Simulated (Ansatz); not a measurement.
Data:

End structure of a constructed model of the (111) surface of germanium, (√3x√3)R30° Sn adatom at T4 (bottom of the slab: 3 H on 3 bottom sites):

```xyz
28
Lattice="6.1094 3.5273 0.0000 -6.1094 3.5273 0.0000 0.0000 0.0000 30.5000" Properties=species:S:1:pos:R:3 pbc="T T T"
Ge     0.0000     0.0000     9.7017
Ge    -2.0365     3.5273     9.7017
Ge     2.0365     3.5273     9.7017
Ge    -4.0729     2.3515    10.5331
Ge     0.0000     2.3515    10.5331
Ge     4.0729     2.3515    10.5331
Ge    -4.0859     2.3590    13.0112
Ge     0.0000     2.3365    13.0112
Ge     4.0859     2.3590    13.0112
Ge    -2.0587     1.1886    13.8441
Ge     2.0587     1.1886    13.8441
Ge     0.0000     4.6773    13.8441
Ge    -2.0918     1.2077    16.3427
Ge     2.0918     1.2077    16.3427
Ge     0.0000     4.6391    16.3427
Ge     0.0000     0.0000    16.8749
Ge    -2.0365     3.5273    17.2939
Ge     2.0365     3.5273    17.2939
Ge     0.0000     0.0000    19.3167
Ge    -2.0365     3.5273    19.8527
Ge     2.0365     3.5273    19.8527
Ge    -4.2169     2.4346    20.5455
Ge     0.0000     2.1852    20.5455
Ge     4.2169     2.4346    20.5455
H      0.0000     0.0000     8.1423
H     -2.0365     3.5273     8.1433
H      2.0365     3.5273     8.1433
Sn     0.0000     0.0000    22.3822
```

Slab: 28 atoms, 14.2 Å thick at the start with caps and adatoms; k 5x5x1, smearing 0.025 eV, dipole-corrected; single point; on the structure that PBE left under its start's symmetry; spin-polarised, ending with about 0.4 μB a cell, a value that depends on the mesh; orders that need a larger cell were not tried, no spin-orbit, no U. The slab shows no gap on its mesh. The program's check for a lower electronic state was not made. In PBE it is, or lies within 0.01 eV a 1x1 cell of, the lowest of the 2 structures of its composition computed so far; subsurface sites and larger cells were not tried.

### Question
Predict the work function of the top face from r2SCAN, at the PBE geometry and the start's symmetry (Ansatz, a quantum-chemistry and plane-wave program).

### Answer
4.24 eV
